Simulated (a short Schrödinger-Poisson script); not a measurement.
## Symmetric double-gate stack, Al2O3 on p-type InP

Structure: symmetric double-gate stack, Al2O3 on p-type InP, at 77 K.

```csv
layer,material,thickness (nm),Na (cm⁻³)
1,Al2O3,6.1,-
2,InP,3,8e17
3,Al2O3,6.1,-
```

The device is made up for the run: typed textbook-type constants, with dimensions and the other settings drawn at random. Al2O3: permittivity 9, conduction-band edge (eV) 3.03, gap (eV) 6.8, electron mass (mₑ) 0.3. InP: permittivity 12.5, conduction-band edge (eV) 0, gap (eV) 1.344, Nv at 300 K (cm⁻³) 1.1e19.

Channel valleys (confinement mass, in-plane density-of-states mass, number): Γ 0.08, 0.08, 1. At the gates, both at one voltage, the conduction-band edge of layer 1 lies 3.4 eV − eVg above the Fermi level of the channel. Gaps are held at their typed values at every temperature. Mesh 0.03 nm at interfaces.

From a short Schrödinger-Poisson script (our own, NumPy): 1D Poisson equation in equilibrium, electrons quantum, Hartree (BenDaniel-Duke, 12 states a valley, the channel's in-plane mass for all, wave functions free to enter the dielectric), parabolic valleys, classical holes, full ionisation, no traps, pinning or gate leakage.

| Vg (V) | electrons (cm⁻²) | C (μF/cm²) | Γ E0 (meV) | Γ E1 (meV) |
|---|---|---|---|---|
| 0.6 | 6.66e9 | 0.159 | 23.2 | 808.3 |
| 0.7 | 8.08e11 | 1.66 | -24.0 | 759.7 |
| 0.8 | 1.85e12 | 1.67 | -55.4 | 726.5 |
| 0.9 | 2.89e12 | 1.67 | -86.6 | 693.5 |
| 1 | 3.94e12 | 1.67 | -117.8 | 660.4 |
| 1.1 | 4.98e12 | 1.67 | -149.1 | 627.4 |
| 1.2 | 6.03e12 | 1.67 | -180.3 | 594.3 |
| 1.3 | 7.07e12 | 1.67 | -211.6 | 561.2 |
| 1.4 | 8.12e12 | 1.67 | -242.8 | 528.2 |
| 1.5 | 9.16e12 | 1.67 | -274.1 | 495.1 |
| 1.6 | 1.02e13 | 1.67 | -305.4 | 462.1 |
| 1.7 | 1.12e13 | 1.67 | -336.6 | 429.0 |
| 1.8 | 1.23e13 | 1.67 | -367.9 | 396.0 |

Gate voltages with under 1e6 electrons/cm² are left out.

Subbands count from the Fermi level. The capacitance is that of both gates.

Above a few 1e12 electrons/cm² a light Γ valley is non-parabolic and upper valleys begin to fill, which the model leaves out.
